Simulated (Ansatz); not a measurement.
Functionals compared on a constructed model of the (111) surface of fcc Pd, a pseudomorphic layer of Nb in the host's stacking (bottom of the slab: a bare face, its two planes held), in Ansatz (plane waves, PAW). The structure was relaxed with PBE; the other rows are single points on it. Cutoff 420 eV (500 eV for r2SCAN).

Set-up: 7 atoms, 14.1 Å thick at the start; mesh 15x15x1; 0.1 eV smearing; dipole correction on; 2 atoms held, the rest relaxed; symmetry of the start imposed; no spin, no spin-orbit, no U. In PBE it is, or lies within 0.01 eV a 1x1 cell of, the lowest of the 2 structures of its composition computed so far; larger cells were not tried. These notes are the PBE run's.

| functional | work function of the top face (eV) | rough cost of the single point |
|---|---|---|
| PBE | 4.94 | – |
| RPBE | ___ | roughly 30 core-seconds |
| r2SCAN | 4.97 | roughly 70 core-seconds |

Task: Fill in the missing entries.

Result: 
- RPBE, work function of the top face (eV): 4.77

Ansatz is a first-principles code.
